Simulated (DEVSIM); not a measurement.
System: Schottky contact on p-type Si, at 400 K.

Layer 1 from the left is Si, thickness (μm) 15.0, Na (cm⁻³) 1.9e17, τn (s) 1.2e-5, τp (s) 1.2e-5.

Left contact: Schottky, work function 4.684 eV, emission velocity 1.1e7 cm/s. Right contact: ohmic. Voltage is applied to the left contact. Recombination: SRH at mid-gap, radiative. Mobility is constant in doping.

The device is made up for the run: typed textbook-type constants, with dimensions and the other settings drawn at random. Values at 300 K; Nc and Nv go as T^1.5, mobilities as T to minus their exponent, the gap by Varshni's rule with the affinity fixed.

Si: gap (eV) 1.124, affinity (eV) 4.05, permittivity 11.7, Nc (cm⁻³) 2.86e19, Nv (cm⁻³) 3.1e19, μn (cm²/Vs) 1417, μp (cm²/Vs) 470, T exponent of μn 2.3, T exponent of μp 2.2, B (cm³/s) 4.7e-15, Varshni α (eV/K) 0.000473, Varshni β (K) 636.

### Question
Estimate by hand the built-in potential, the peak field at zero bias, and compare with a numerical solution.

### Answer

- Built-in potential: barrier φB = 0.462 eV; Vbi = φB − kT/q ln(N_band/N) = 0.272 V; numerical 0.272 V.
- Peak field at zero bias: depletion approximation: W = √(2εVbi/(qN)) = 0.0430 μm with N = 1.90e17 cm⁻³; field = 2Vbi/W = 126000 V/cm; numerical 117000 V/cm (estimate above by 8.3 %).

Simulated with DEVSIM: 1D drift-diffusion, Boltzmann statistics, complete ionisation; no tunnelling, impact ionisation, image-force lowering or self-heating. Metal contacts follow the ideal Schottky-Mott rule: no Fermi-level pinning, no interface dipoles.
